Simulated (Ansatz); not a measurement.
The reference is BP in the zinc blende structure (space group F-43m, No. 216; a = 4.537 Å). Axes: x, y, z lie along the cube axes.

Computed with Ansatz (a first-principles code), r2SCAN, PAW, cutoff 500 eV, no spin-orbit coupling.

Before the change:

| Item | Value |
|---|---|
| Band gap | 1.41 eV |
| Smallest direct gap | 3.60 eV |

Modification: uniaxial strain ε_zz = +3.00 %, all other strain components held at zero, atoms relaxed at fixed cell.

Q: What does the calculation give for the band gap after the change?

A: The band gap shrinks by 0.19 eV, from 1.41 eV to 1.22 eV.

Q: Estimate the effect on the smallest direct gap.

A: The smallest direct gap shrinks by 0.20 eV, from 3.60 eV to 3.40 eV.

No phonon test of stability was made.
